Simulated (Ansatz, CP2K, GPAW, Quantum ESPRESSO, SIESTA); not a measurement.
## KSr3 (P1, 4 atoms in the cell) computed with different codes at matched settings

Self-consistent single point, at a second geometry (atoms moved at random). First geometry:

```
KSr3
1.0
    0.00000     4.97170     4.97170
    4.97170     0.00000     4.97170
    4.97170     4.97170     0.00000
K Sr
1 3
Direct
  0.00000   0.00000   0.00000
  0.25000   0.25000   0.25000
  0.75000   0.75000   0.75000
  0.50000   0.50000   0.50000
```

Second geometry:
```xyz
4
Lattice="0.0000 4.9717 4.9717 4.9717 0.0000 4.9717 4.9717 4.9717 0.0000" Properties=species:S:1:pos:R:3 pbc="T T T"
K      0.0370    -0.0224    -0.0362
Sr     2.4602     2.4734     2.5221
Sr     7.4256     7.4805     7.4563
Sr     4.9922     4.9836     4.9730
```

Shared settings, as Ansatz (an electronic-structure program) writes them: kpoints.mp_grid.grid = 5 5 5; scf.occupations.method = fermi_dirac; scf.occupations.width = 0.05 eV. Potentials and cutoffs stand in the table.

```tsv
code	model	ΔF from the first geometry (meV/atom)	pressure (GPa)	largest force (eV/Å)	cutoff
SIESTA	LDA PW92, numerical atomic orbitals TZP, PseudoDojo LDA standard norm-conserving potentials (rewritten from UPF to PSML)	2.0	0.10	0.110	grid 350 Ry
Quantum ESPRESSO	LDA (PZ), GBRV 1.5 ultrasoft (LDA) pseudopotentials	1.3	-1.58	0.071	40 Ry
Ansatz	LDA (PW92), PAW files made with PBE	1.3	-1.39	0.071	default
GPAW	LDA (Perdew-Wang 92), GPAW PAW datasets LDA (gpaw-data 1.0.1)	1.3	-1.41	0.069	550 eV
CP2K	LDA (Pade form), GPW, DZVP-MOLOPT-SR-GTH basis, GTH-PADE potentials (GTH_POTENTIALS)	1.4	-1.24	0.077	grid 500 Ry
```

Size of the force on each atom (eV/Å): Sizes of forces hide their directions.

```tsv
code	K1	Sr2	Sr3	Sr4
SIESTA	0.108	0.110	0.092	0.092
Quantum ESPRESSO	0.071	0.070	0.060	0.059
Ansatz	0.071	0.070	0.060	0.058
GPAW	0.069	0.069	0.060	0.059
CP2K	0.077	0.076	0.064	0.062
```

The spread over the programs that give each value: ΔF from the first geometry within 0.7 meV/atom; pressure within 1.68 GPa; largest force within 0.041 eV/Å.

SIESTA and CP2K use small atom-centred bases, whose incompleteness enters pressures, forces and empty levels differently from a plane-wave cutoff. Ansatz's pressure is given at a fixed set of plane waves, as the other plane-wave codes print theirs. The same LDA comes in different parametrisations, which differ slightly. In the pressure, SIESTA (by 1.52) lies more than 1 GPa from the median of the plane-wave programs.

The starting cell comes from a database of computed structures (which also holds hypothetical and non-ambient phases and stackings), without a prior relaxation at this level. Its lattice was rescaled by a random factor within 2.5 % of one. For this run, on top of that: atoms moved at random.

Keys are those of Ansatz 0.2.
